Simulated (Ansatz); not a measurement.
AlB2-type MgB2 was calculated with B3LYP (VWN-RPA form) in Ansatz (PAW).

Numerical settings: plane-wave cutoff 460 eV, 12×12×8 k mesh (along the axes of the cell as run), Fermi–Dirac smearing 0.05 eV, scalar-relativistic PAW data made under PBE.

Computed at the level's own relaxed cell.

Problem. What does this level give for the lattice constant a and lattice parameter c?

Solution. 
lattice constant a: 3.078 Å
lattice parameter c: 3.508 Å

Measured, for comparison: lattice constant a 3.083 Å, lattice parameter c 3.521 Å (300 K, not corrected to a static lattice; as tabulated in Loa et al. (2002), arXiv:cond-mat/0206051). Computed (rounded) less measured: lattice constant a -0.2 %, lattice parameter c -0.4 %. A static lattice is as a rule a little smaller and stiffer than an uncorrected measurement, which narrows the difference in the lattice parameter c and would widen misses of the other sign.

The computed numbers hold no vibrational or temperature effects.

Cost on a shared machine: roughly 21 core-minutes.

Ansatz is a quantum-chemistry and plane-wave program.
